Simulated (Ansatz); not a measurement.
# A self-consistent single point of CuAu (P4mm, 2 atoms in the cell) with Ansatz

Computed with PBEsol, default PAW files made with PBE (plane waves; Ansatz, an electronic-structure program).

Input as run:

Ansatz 0.2 input:
```yaml
# CuAu
crystal:
  lattice:
    - [2.81400000, 0.00000000, 0.00000000]
    - [0.00000000, 2.81400000, 0.00000000]
    - [0.00000000, 0.00000000, 3.68835000]
  atoms:
    - { symbol: Cu, position: [0.00000000, 0.00000000, 0.01355600] }
    - { symbol: Au, position: [0.50000000, 0.50000000, 0.50000000] }
basis:
  ecutwfc: 420.0 eV
kpoints:
  mp_grid: { grid: [12, 12, 9] }
hamiltonian:
  xc: pbesol
  pseudopotentials: { kind: paw }
scf:
  occupations: { method: fermi_dirac, width: 0.1 eV }
output:
  forces: true
  eigenvalues: true
  stress: true
```

Output (repeated stretches shortened):

```
WARN ansatz: RAYON_NUM_THREADS=1 ignored (pool sized by the plan → 1); use --threads N
Pseudopotentials: kind: paw
Pseudopotential: Cu, paw, valence charge 19
Pseudopotential: Au, paw, valence charge 19
Crystal: 2 atoms, lattice volume = 29.207 Å³
Basis set: ecut = 420 eV, 553 PW (Γ), exchange–correlation on 40×40×50 points (8 copies of the dense FFT grid, shifted against one another)
Bands: 23, of which v1, the nominal top of the filled ones, is band 19 counted from 1 (18 counted from 0)
Symmetry: 8 space group operations
Space group: P4mm (ITA 99), of the structure as read, at distance tolerance 3.1e-5 Å
k-points: 140 of 1296 (time reversal used)
PAW frozen core: Cu, regenerated for the run's functional, and the local potential with it
PAW frozen core: Au, regenerated for the run's functional, and the local potential with it
Initial density: superposition of atomic densities (neutral atoms: chi_scale 0, normalization atom), corrected by the library's trained network
Initial wavefunctions: pseudopotential atomic-orbital guess
Eigensolver: davidson
Functional: x = pbesol(κ = 0.804, μ = 0.12345679012345678), c = pbesol(β = 0.046)
SCF iter   1: F=—  HF=-19595.981440 eV  |F-HF|=—  |Δ(HF+E_count)|=         —  Δρ=1.74e-2  dr2=5.27e-2  ethr=1.77e-3  ⟨swp⟩=5.0  Hψ=12072  notcnv=0
all-band conjugate gradients solve this SCF's bands
preconditioner: auto → Kerker (q_TF=auto, 2.851 Å⁻¹)
SCF iter   2: F=—  HF=-19595.972441 eV  |F-HF|=—  |Δ(HF+E_count)|=   9.00e-3  Δρ=3.13e-3  dr2=2.37e-3  ethr=1.39e-4  ⟨swp⟩=2.0  Hψ=5576  notcnv=0  defer=5
SCF iter   3: F=—  HF=-19595.971667 eV  |F-HF|=—  |Δ(HF+E_count)|=   7.74e-4  Δρ=2.24e-3  dr2=1.24e-3  ethr=6.24e-6  ⟨swp⟩=2.7  Hψ=5742  notcnv=0  defer=5
SCF iter   4: F=—  HF=-19595.971312 eV  |F-HF|=—  |Δ(HF+E_count)|=   3.55e-4  Δρ=3.26e-4  dr2=3.66e-5  ethr=3.25e-6  ⟨swp⟩=2.7  Hψ=4703  notcnv=0  defer=5
SCF iter   5: F=—  HF=-19595.971348 eV  |F-HF|=—  |Δ(HF+E_count)|=   3.63e-5  Δρ=1.19e-4  dr2=3.56e-6  ethr=9.63e-8  ⟨swp⟩=2.0  Hψ=4270  notcnv=0  defer=5
SCF iter   6: F=—  HF=-19595.971347 eV  |F-HF|=—  |Δ(HF+E_count)|=   7.92e-7  Δρ=3.04e-5  dr2=3.86e-7  ethr=9.37e-9  ⟨swp⟩=2.6  Hψ=5374  notcnv=0  defer=5
SCF iter   7: F=-19595.971347 eV  HF=-19595.971347 eV  |F-HF|=5.30e-8  |Δ(HF+E_count)|=   6.24e-8  Δρ=1.19e-5  dr2=7.68e-8  ethr=2.63e-10  ⟨swp⟩=4.5  Hψ=11927  notcnv=0
SCF 1 converged in 7 iterations: F = -19595.971347 eV  dr2 = 7.68e-8
SCF converged after 7 iterations
Free energy (F): -19595.971347 eV
Harris-Foulkes:  -19595.971347 eV  (|F-HF|=5.30e-8)
Internal energy: -19595.949406 eV  (E = F + TS)
E sigma→0 (E₀):  -19595.960376 eV
Entropy (-TS):   -0.021942 eV (-10.971 meV/atom)
Fermi energy:    18.677328 eV
--- Per-component energies (eV) ---
  E_band       = -565.558501
  E_kinetic    = 904.123273
  E_local      = -5911.358770  (includes V_loc(G=0)·N_el)
  E_nonlocal   = 473.201573
  E_hartree    = 2589.224276
  E_xc         = -315.209380
  E_vxc        = -389.477422  (∫ρ·V_xc dr)
  E_paw        = -11195.911186  (= ΣΔE_a)
  E_vpaw       = -820.504492  (= ΣTr[D̂ρ^β])
  E_aug_tail   = 0.001622  (compensation charges beyond the density's cutoff)
  E_ewald      = -6140.536495
  E_core_change = 0.515681  (= ΣΔE_core)
  E_smearing   = -0.021942  (= −TS)
  E_closure    = 0.000000  (closes the sum)
  Σ components = -19595.971347   (vs F -19595.971347, Δ=0.00e0)
--- Forces (eV/Å), atoms counted from 1 ---
  atom   1  Cu    -0.00000000     0.00000000    -0.31290833
  atom   2  Au     0.00000000     0.00000000     0.31290243
  max |Σ_I F_I| component: 5.90e-6 eV/Å
--- Stress (GPa, compression-positive) ---
       -3.650174       0.000000       0.000000
        0.000000      -3.650174       0.000000
        0.000000       0.000000      -4.711930
  P = ⅓ Tr σ = -4.0041 GPa (-40.041 kbar)
  The stress holds the Pulay correction. Without it, at fixed plane waves, as pw.x and ABINIT print it: P = -4.0793 GPa
--- Band table (eV; the first three rows and the last of 140) ---
  k-point 0: bands = ["-93.2207", "-87.1573", "-50.7645", "-50.7475", "-50.7475", "-38.5299", "-38.4742", "-38.4742", "8.8945", "12.1269", "12.2821", "14.6772", "14.6772", "15.7443", "15.9161", "16.6049", "17.0609", "17.2746", "17.2746", "20.7600", [...]
  k-point 1: bands = ["-93.2207", "-87.1573", "-50.7645", "-50.7475", "-50.7475", "-38.5306", "-38.4742", "-38.4742", "9.0450", "12.1544", "12.3320", "14.7069", "14.7069", "15.7681", "15.8746", "16.5619", "17.0337", "17.1794", "17.1794", "19.8506", [...]
  k-point 2: bands = ["-93.2208", "-87.1573", "-50.7646", "-50.7475", "-50.7475", "-38.5322", "-38.4742", "-38.4742", "9.4749", "12.2266", "12.4650", "14.7913", "14.7913", "15.7668", "15.8335", "16.4282", "16.9364", "16.9364", "16.9595", "18.1560", [...]
  k-point 139: bands = ["-93.2185", "-87.1455", "-50.7639", "-50.7639", "-50.7617", "-38.6149", "-38.6149", "-38.5073", "12.1119", "12.9929", "12.9929", "14.9792", "15.5819", "15.5819", "15.7928", "16.6220", "17.0955", "17.1169", "23.8142", [...]
```

The run converged in 7 iterations.

The starting cell has typed, rounded lattice constants, without a prior relaxation at this level. Its lattice was rescaled by up to half a per cent. One atom was moved a little off its site on purpose. Spin-orbit coupling is off. Spin polarisation is off. With a pressure of about -4 GPa the cell is away from its equilibrium volume at this level. Ansatz's pressure includes its estimate of the finite-basis (Pulay) stress.
